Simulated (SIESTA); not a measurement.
Checking a run of SIESTA on CsCoCl3 (P6_3/mmc, 10 atoms in the cell). The aim is a self-consistent single point with DFT, GGA PBEsol, numerical atomic orbitals TZP, PseudoDojo PBEsol standard norm-conserving potentials (rewritten from UPF to PSML).

Input as run:

```
# files in the folder: Cs.psml Co.psml Cl.psml (PseudoDojo PBEsol standard)
SystemName  CsCoCl3
SystemLabel siesta

NumberOfAtoms                10
NumberOfSpecies              3
%block ChemicalSpeciesLabel
  1 55 Cs
  2 27 Co
  3 17 Cl
%endblock ChemicalSpeciesLabel
LatticeConstant              7.201900 Ang
%block LatticeVectors
     1.000000000    0.000000000    0.000000000
    -0.500000000    0.866025354    0.000000000
     0.000000000    0.000000000    0.837487330
%endblock LatticeVectors
AtomicCoordinatesFormat      Bohr
%block AtomicCoordinatesAndAtomicSpecies
    -0.000006805    7.857520430    8.548412341  1
     6.804816093    3.928754322    2.849470780  1
     0.000000000    0.000000000    0.000000000  2
     0.000000000    0.000000000    5.698941560  2
    -3.650780183    9.965295302    2.849470780  3
     3.154029105    1.820979449    8.548412341  3
    -0.000000000    3.641958898    2.849470780  3
    10.455589472    1.820979449    8.548412341  3
     3.650780183    9.965295302    2.849470780  3
     6.804809288    8.144315853    8.548412341  3
%endblock AtomicCoordinatesAndAtomicSpecies

XC.functional                GGA
XC.authors                   PBEsol
PAO.BasisSize                TZP
PAO.EnergyShift              0.01 Ry
MeshCutoff                   350 Ry
%block kgrid.MonkhorstPack
    3   0   0  0.0
    0   3   0  0.0
    0   0   3  0.0
%endblock kgrid.MonkhorstPack
OccupationFunction           FD
ElectronicTemperature        1160.45 K
Spin                         polarized
%block DM.InitSpin
  1 +0.00
  2 +0.00
  3 +3.00
  4 +3.00
  5 +0.00
  6 +0.00
  7 +0.00
  8 +0.00
  9 +0.00
  10 +0.00
%endblock DM.InitSpin

MaxSCFIterations             150
SCF.Mixer.Method             Pulay
SCF.Mixer.Weight             0.1
SCF.Mixer.History            8
SCF.DM.Tolerance             1.0E-01
SCF.H.Tolerance              1.0 eV
Diag.ParallelOverK           true
WriteForces                  true
Charge.Mulliken              end
```

Output (repeated stretches shortened):

```
reinit: Reading from file input.fdf

reinit: System Name: CsCoCl3
reinit: System Label: siesta

NOTE on units for spin output:
{S} is the spin magnetic moment, in units of the Bohr magneton,
assuming a g-factor for the electron spin of exactly 2.
   [... lines left out ...]
diag: Absolute tolerance                            =  0.100E-15
diag: Orthogonalization factor                      =  0.100E-05
diag: Memory factor                                 =  1.0000

superc: Internal auxiliary supercell:     5 x     5 x     5  =     125
superc: Number of atoms, orbitals, and projectors:   1250  21500  22500

                        Single-point calculation

superc: Internal auxiliary supercell:     5 x     5 x     5  =     125
superc: Number of atoms, orbitals, and projectors:   1250  21500  22500

outcell: Unit cell vectors (Ang):
        7.201900    0.000000    0.000000
       -3.600950    6.237028    0.000000
        0.000000    0.000000    6.031500

outcell: Cell vector modules (Ang)   :    7.201900    7.201900    6.031500
outcell: Cell angles (23,13,12) (deg):     90.0000     90.0000    120.0000
outcell: Cell volume (Ang**3)        :    270.9256
new_DM -- step:     1
Initializing Density Matrix...

Attempting to read DM from file... Failed...
DM filled with atomic data (user-defined):

InitMesh: MESH = 72 x 72 x 72 = 373248
InitMesh: Mesh cutoff (required, used) =   350.000   368.308 Ry

stepf: Fermi-Dirac step function
        iscf     Eharris(eV)        E_KS(eV)     FreeEng(eV)     dDmax    Ef(eV) dHmax(eV)
   scf:    1   -12232.625874   -12249.577621   -12249.875706  0.947672 -1.086882 21.651351
     spin moment: {S} , |S| = {        0.0        0.0    6.06901 }     6.06901
   scf:    2   -12267.816330   -12259.849072   -12260.134112  0.163846 -2.573489 12.065458
     spin moment: {S} , |S| = {        0.0        0.0    6.00000 }     6.00000
   scf:    3   -12265.460518   -12264.255749   -12264.532737  0.152263 -4.433151  1.275204
     spin moment: {S} , |S| = {        0.0        0.0    5.99968 }     5.99968
   scf:    4   -12264.451388   -12264.363928   -12264.639060  0.019500 -4.566195  0.881880
     spin moment: {S} , |S| = {        0.0        0.0    5.99943 }     5.99943
SCF Convergence by DM+H criterion
max |DM_out - DM_in|         :     0.0194996345
max |H_out - H_in|      (eV) :     0.8818801064
SCF cycle converged after 4 iterations

Using DM_out to compute the final energy and forces

siesta: E_KS(eV) =           -12264.3639

siesta: E_KS - E_eggbox =    -12264.3639

siesta: Atomic forces (eV/Ang):
     1    0.000008   -0.000005    0.000042
     2   -0.000008    0.000005   -0.000042
     3    0.000000    0.000000    0.000000
     4   -0.000000   -0.000000   -0.000001
     5   -0.383736    0.221550   -0.000141
     6   -0.383753   -0.221626    0.000141
     7   -0.000057   -0.443152   -0.000141
     8    0.383736   -0.221550    0.000141
     9    0.383753    0.221626   -0.000141
    10    0.000057    0.443152    0.000141
   [... lines left out ...]
siesta: FreeEng =    -12264.639060
siesta: Cell volume =        270.925643 Ang**3
siesta:         -33.08952798        -44.78440904  kBar
   [... lines left out ...]
     4     0.151559   16.848441    2.589343  Co
     5    -0.038091    7.038091    0.127848  Cl
     6    -0.038086    7.038086    0.127855  Cl
     7    -0.038086    7.038086    0.127855  Cl
     8    -0.038091    7.038091    0.127848  Cl
     9    -0.038086    7.038086    0.127855  Cl
    10    -0.038086    7.038086    0.127855  Cl
 Total     0.000000                5.999427
```

Task: Is this run sound? If not, what is wrong?

Result: The run is not sound. The fault is a convergence threshold that is too loose. A loop that stops early leaves an energy error of second order in the density error, but errors of first order in forces and stress. To fix it, tighten the threshold. The run converged in 4 iterations without an error; against the sound input the free energy goes up by 7.0 meV/atom, the pressure goes from -3.67 to -3.31 GPa, the largest force goes from 0.556 to 0.443 eV/Å and the size of the net moment stays at 0.60 μB/atom.

An input that runs soundly differs in these lines (not the only fix; some lines may just follow from the change or write a value another way):
```diff
-SCF.DM.Tolerance             1.0E-01
-SCF.H.Tolerance              1.0 eV
+SCF.DM.Tolerance             1.0E-05
```

With that input, the run converged in 21 iterations: free energy E − TS -12264.7089 eV; Fermi level (on the code's own zero) -4.67 eV; pressure -3.67 GPa; largest force (vector length) 0.556 eV/Å; size of the cell's spin moment 6.00 μB (DFT, GGA PBEsol, numerical atomic orbitals TZP, PseudoDojo PBEsol standard norm-conserving potentials (rewritten from UPF to PSML)).

On the sound input: the starting cell comes from a database of published, mostly measured structures (it also holds non-ambient and calculated ones), without a prior relaxation at this level. The magnetic order is the one reached from the typed start; others were not searched systematically. Values carry the incompleteness of an atom-centred basis. With a pressure of about -4 GPa the cell is away from its equilibrium volume at this level. Without a gap this mesh is coarse (it stands for a supercell whose shortest vector is 18 Å).
